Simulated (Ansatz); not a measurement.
## Quick settings and what they miss: TiRh₃ (Pm-3m, 4 atoms in the cell)

Self-consistent single point.

```
TiRh3
1.0
    3.79460     0.00000     0.00000
    0.00000     3.79460     0.00000
    0.00000     0.00000     3.79460
Ti Rh
1 3
Direct
  0.00000   0.00000   0.00000
  0.50000   0.50000   0.00000
  0.00000   0.50000   0.50000
  0.50000   0.00000   0.50000
```

Method of the run: LDA (PW92), default PAW files made with PBE (plane waves; Ansatz, an electronic-structure program).

Base settings: basis.ecutwfc = 420 eV; kpoints.mp_grid.grid = 7 7 7; hamiltonian.xc = lda; hamiltonian.pseudopotentials = {kind: paw} (the program's default PAW files); scf.occupations.method = cold; scf.occupations.width = 0.136 eV.

Tight run (finer mesh or higher cutoff; not a proven limit): basis.ecutwfc: 420 eV → 590 eV; kpoints.mp_grid.grid: 7 7 7 → 10 10 10; scf.convergence.dr2_threshold: default (1e-07 eV) → 1e-09 eV. It gave Fermi level (on the code's own zero) 20.74 eV; pressure -5.16 GPa.

Quick runs, as changes from the base:
- A: the base itself
- B: basis.ecutwfc: 420 eV → 335 eV; kpoints.mp_grid.grid: 7 7 7 → 2 2 2; scf.convergence.dr2_threshold: default (1e-07 eV) → 0.001 eV
- C: basis.ecutwfc: 420 eV → 295 eV; kpoints.mp_grid.grid: 7 7 7 → 8 8 8
- D: basis.ecutwfc: 420 eV → 250 eV; kpoints.mp_grid.grid: 7 7 7 → 6 6 6
- E: kpoints.mp_grid.grid: 7 7 7 → 4 4 4; scf.occupations.method: cold → gaussian
- F: basis.ecutwfc: 420 eV → 250 eV; kpoints.mp_grid.grid: 7 7 7 → 3 3 3; hamiltonian.xc: lda → pbesol; scf.occupations.method: cold → gaussian [PBEsol]

Energies are extrapolated to zero smearing width, which holds to low order in the width alone.

Dashes: energy of F, another energy zero.

† marks runs with another functional, U, potentials or spin treatment: their distance from the tight run is not a convergence error alone.

The count of work is k-points × plane waves × bands × iterations; it is no time. 

Pressures in the table are Ansatz's without its Pulay estimate, at a fixed set of plane waves; the tight run's value above holds the estimate.

The starting cell comes from a database of computed structures (which also holds hypothetical and non-ambient phases and stackings), without a prior relaxation at this level. Its lattice was rescaled by a random factor within 2.5 % of one. Spin polarisation is off. In the base run, with a pressure of about -5 GPa the cell is away from its equilibrium volume at this level.

| run | energy less tight (meV/atom) | pressure less tight (GPa) | count of work / tight |
|---|---|---|---|
| A | 5.2 | 0.01 | 0.18 |
| B | -33.8 | -5.72 | 0.015 |
| C | 218.8 | -22.47 | 0.19 |
| D | 1496.6 | -109.80 | 0.080 |
| E | -13.2 | -0.27 | 0.091 |
| F† | – | -102.73 | 0.018 |

Among the runs at the tight run's level, the energy misses run from 5.2 to 1496.6 meV/atom.

Keys are those of Ansatz 0.2.
